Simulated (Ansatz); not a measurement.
For KTaO₂ (model structure, started from the NaNbO2 type, P6₃/mmc, No. 194, 8 atoms in the cell), PBEsol (Ansatz, a first-principles code, plane waves, PAW) gives:

lattice parameter a: 2.985 Å
c axis length: 12.807 Å
bulk modulus: 158 GPa
cohesive energy: 6.34 eV/atom
band gap: 1.01 eV

Question: What does r²SCAN in Ansatz (PAW) give for the same quantities?

Answer: 
- lattice constant a: 2.992 Å (increases by 0.2 %)
- lattice parameter c: 12.928 Å (increases by 0.9 %)
- bulk modulus: 162 GPa (goes up by 2.5 %)
- cohesive energy: 5.92 eV/atom (falls by 0.42 eV/atom)
- band gap: 1.53 eV (goes up by 0.52 eV)

Changes are worked out from the printed values.

Unless a cell is named, each level is at its own relaxed cell (PBEsol 12.35, r²SCAN 12.53 Å³/atom).

Levels without +SOC leave out spin–orbit coupling, which shifts energies and cells of such heavy elements.

Levels without +SOC have no spin–orbit coupling; where heavier elements are present it shifts gaps, mostly down, and can invert bands. Density-functional gaps are differences of (generalised) Kohn–Sham levels.

Caveats: the bulk modulus is −V dP/dV from two relaxed cells at ±2 % in volume (PBEsol, r²SCAN). Ansatz's density-functional and Hartree–Fock values are scalar-relativistic unless marked +SOC, with PAW data made under PBE.

A model structure was made by putting elements into a prototype or built by hand; it is no filed structure, need not be a known phase, and can be a saddle point held by its symmetry.
